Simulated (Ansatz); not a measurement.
The parent structure is Al$_{2}$Cu (space group I4/mcm, No. 140).

```yaml
crystal:
  lattice:
    - [-3.00291, 3.00291, 2.39485]
    - [3.00291, -3.00291, 2.39485]
    - [3.00291, 3.00291, -2.39485]
  atoms:
    - { symbol: Al, position: [0.65905, 0.15905, 0.81810] }
    - { symbol: Al, position: [0.84095, 0.65905, 0.50000] }
    - { symbol: Al, position: [0.15905, 0.34095, 0.50000] }
    - { symbol: Al, position: [0.34095, 0.84095, 0.18190] }
    - { symbol: Cu, position: [0.25000, 0.25000, 0.00000] }
    - { symbol: Cu, position: [0.75000, 0.75000, 0.00000] }
```

Cartesian axes are those of the cell as printed.

Calculations: r2SCAN (Ansatz, a first-principles code; PAW; 500 eV plane waves; spin-orbit coupling left out).

For the base:

```
Quantity            Value
---------------  --------
Volume per atom  14.40 Å³
Pressure          0.0 GPa
```

Now apply this change: tensile biaxial strain of 0.92 % in the plane normal to [001], as in epitaxy on a mismatched substrate; the out-of-plane cell vector and the atoms relax.

Problem. Estimate the effect on the volume per atom, energy relative to the base and pressure.

Solution. The volume per atom goes up by 0.176 Å³ (14.40 Å³ → 14.57 Å³); the energy increases by 1.7 meV/atom; the pressure (mean of the normal stresses, compression positive) goes from zero to -1.4 GPa.

A biaxial case was relaxed in a doubled cell and then solved in the primitive one. Without a gap, meshes like the base's 12×12×12 leave anisotropic stresses uncertain by several tenths of a GPa, and small strain energies with them. No phonon test of stability was made. All final runs are without spin polarisation.
